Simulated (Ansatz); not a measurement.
The parent structure is BiB in the zinc blende structure (space group F-43m, No. 216; a hypothetical phase, not in the database extracts checked).

```xyz
2
Lattice="0.0000 2.7452 2.7452 2.7452 0.0000 2.7452 2.7452 2.7452 0.0000" Properties=species:S:1:pos:R:3 pbc="T T T"
Bi     4.1179     4.1179     4.1179
B      0.0000     0.0000     0.0000
```

Cartesian axes are those of the cell as printed.

The values are results of r2SCAN, PAW, 500 eV (Ansatz, a first-principles code; no SOC), not measurements.

Strains are applied to the cell and any free atomic positions relax.

One change was made to it. Results:

```json
[
 {"quantity": "valence-band top at Γ (three highest levels, from the VBM)", "base": "0.00, 0.00, 0.00 eV", "after": "0.00, -0.03, -0.24 eV"},
 {"quantity": "band gap", "base": "0.39 eV", "after": "0.34 eV"}
]
```

**Question.** Which of these changes matches the shifts?
A. strain tensor (xx, yy, zz, yz, xz, xy) = (−1.59, −0.36, −0.11, +1.34, −0.62, −0.51) %
B. uniaxial strain ε_zz = −2.49 %
C. strain tensor (xx, yy, zz, yz, xz, xy) = (−0.47, −0.84, −0.08, +0.80, −0.92, +0.39) %

**Answer.** A, strain tensor (xx, yy, zz, yz, xz, xy) = (−1.59, −0.36, −0.11, +1.34, −0.62, −0.51) %. For comparison, the band gap in the other runs: strain tensor (xx, yy, zz, yz, xz, xy) = (−0.47, −0.84, −0.08, +0.80, −0.92, +0.39) % gives 0.25 eV; uniaxial strain ε_zz = −2.49 % gives 0.44 eV.

With Bi present, leaving out spin-orbit coupling can change the band edges. No phonon test of stability was made. A zero or small gap of BiB under strain tensor (xx, yy, zz, yz, xz, xy) = (−0.47, −0.84, −0.08, +0.80, −0.92, +0.39) % can be the functional's error rather than a property of the material.
